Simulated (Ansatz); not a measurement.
Take CuI in the zinc blende structure (space group F-43m, No. 216; a = 6.079 Å) as the base.

Level of theory: PBE in Ansatz (plane waves to 420 eV, PAW, no spin-orbit coupling).

One change was made to it. Results:

The density grows by 2.19 g/cm³ to 7.82 g/cm³; the hole mass (degenerate bands, along [100]) becomes 0.22, 0.37, 0.37 mₑ (at Γ) (base: 0.22, 0.75, 0.75 mₑ (at Γ)); the band gap goes up by 0.83 eV to 1.93 eV.

Question: What was done to the base?
(A) pressure 30 GPa
(B) pressure 4.5 GPa
(C) pressure 0.9 GPa
(D) pressure 15 GPa

Answer: A, pressure 30 GPa. For comparison, the band gap in the other runs: pressure 15 GPa gives 1.77 eV; pressure 0.9 GPa gives 1.16 eV; pressure 4.5 GPa gives 1.36 eV.

Spin-orbit coupling, missing from the scalar runs, can matter with I. Load acts through the strain it causes; cell and atoms are relaxed under it. Effective masses come from finite differences of ±0.01 Å⁻¹. Stability against distortions was not tested. Tetrahedral semiconductors of this kind turn to denser phases somewhere between about 1 and 50 GPa; those were not computed, so compressed cells here can lie past the real transition. The final runs are not spin-polarised.

Ansatz is a quantum-chemistry and plane-wave program.
